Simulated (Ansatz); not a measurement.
A computed series for BAs: response to strain

Take BAs in the zinc blende structure (space group F-43m, No. 216; a = 4.732 Å) as the base. Axes: x, y, z lie along the cube axes.

Strains are applied to the cell and any free atomic positions relax.

Calculations: Ansatz (an electronic-structure program) LDA, spin-orbit coupling left out.

Base values:

```
Item        Value
--------  -------
Band gap  1.11 eV
```

Question: The aim is a band gap between 0.67 eV and 0.71 eV. Which of these changes reaches it?
A) uniaxial strain ε_zz = +2.00 %
B) uniaxial strain ε_zz = +1.00 %
C) uniaxial strain ε_zz = −2.50 %

Answer: C, uniaxial strain ε_zz = −2.50 %. It gives 0.70 eV; uniaxial strain ε_zz = +2.00 % gives 0.98 eV; uniaxial strain ε_zz = +1.00 % gives 1.04 eV. Changes not listed may reach it too

No phonon test of stability was made.
